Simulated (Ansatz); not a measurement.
Pressure series in BP

The reference is BP in the zinc blende structure (space group F-43m, No. 216).

Space group F-43m (No. 216); a = 4.5366 Å, b = 4.5366 Å, c = 4.5366 Å, α = 90.00°, β = 90.00°, γ = 90.00°

| atom | site | symmetry | x | y | z |
|---|---|---|---|---|---|
| B | 4a | -43m | 0.0000 | 0.0000 | 0.0000 |
| P | 4d | -43m | 0.7500 | 0.7500 | 0.7500 |
(The calculation used a cell of 2 atoms; values per cell refer to that cell.)

Cell and atoms are relaxed at each pressure.

All numbers come from r2SCAN (Ansatz, a program for electronic structure; PAW; 500 eV plane waves; no spin-orbit coupling).

Notes on the quantities. enthalpy: H = E + PV relative to the base's energy; hole mass: degenerate bands, along [100].

| variant | enthalpy | width of the top valence band | hole mass | volume per atom |
|---|---|---|---|---|
| base | – | 5.74 eV | 0.24, 0.24, 0.32 mₑ (at Γ) | 11.67 Å³ |
| pressure −2 GPa | -0.15 eV/atom | 5.67 eV | 0.24, 0.24, 0.31 mₑ (at Γ) | 11.81 Å³ |
| pressure −1 GPa | -0.07 eV/atom | 5.71 eV | 0.24, 0.24, 0.32 mₑ (at Γ) | 11.74 Å³ |
| pressure 0.9 GPa | +0.07 eV/atom | 5.77 eV | 0.24, 0.24, 0.32 mₑ (at Γ) | 11.61 Å³ |
| pressure 2.1 GPa | +0.15 eV/atom | 5.81 eV | 0.24, 0.24, 0.32 mₑ (at Γ) | 11.53 Å³ |
| pressure 4.5 GPa | +0.32 eV/atom | 5.89 eV | 0.24, 0.24, 0.33 mₑ (at Γ) | 11.38 Å³ |
| pressure 9 GPa | +0.64 eV/atom | 6.04 eV | 0.24, 0.24, 0.34 mₑ (at Γ) | 11.12 Å³ |
| pressure 15 GPa | +1.05 eV/atom | 6.21 eV | 0.23, 0.23, 0.35 mₑ (at Γ) | 10.81 Å³ |
| pressure 22.5 GPa | +1.55 eV/atom | 6.41 eV | 0.23, 0.23, 0.37 mₑ (at Γ) | 10.47 Å³ |
| pressure 30 GPa | +2.03 eV/atom | 6.59 eV | 0.23, 0.23, 0.39 mₑ (at Γ) | 10.17 Å³ |

The levels and masses belong to the bands next to the band gap. Load acts through the strain it causes; cell and atoms are relaxed under it. Masses are band curvatures over ±0.01 Å⁻¹ around the edge. No phonon test of stability was made. Competing high-pressure phases were not computed.
